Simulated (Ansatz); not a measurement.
The starting structures come from a database of crystals and need not be the phases stable at ambient conditions.

The decay constant κ of evanescent states in the gap governs leakage through a thin film.

Here is the system:

```
AuCsBr3
1.0
    7.95857     0.00000     0.00000
    0.29411     7.95313     0.00000
    3.83223    -3.97657     5.52260
Cs Au Br
2 2 6
Direct
  0.75000   0.75000   0.50000
  0.25000   0.25000   0.50000
  0.00000   0.00000   0.00000
  0.50000   0.50000   0.00000
  0.71309   0.71309   0.00000
  0.28691   0.28691   0.00000
  0.77455   0.22545   0.00000
  0.22545   0.77455   0.00000
  0.22545   0.77455   0.54910
  0.77455   0.22545   0.45090
```

Space group of this cell: I4/mmm. The cell is taken as given.

Transport runs along the normal of the first two printed cell vectors, the (110) plane of the conventional cell.

No gap correction and no spin-orbit coupling; mid-gap values are interpolated between computed energies.

Q: Compute, with r2SCAN (Ansatz, an electronic-structure program), the band gap and the smallest decay constant κ at mid-gap.

A: Gap 0.74 eV on a 6×6×6 mesh; κ = 0.075 1/Å, at (-0.250, 0.250) of the in-plane reciprocal vectors. At the zone centre, at the nearest computed energy, the slowest state has κ = 0.11 1/Å.
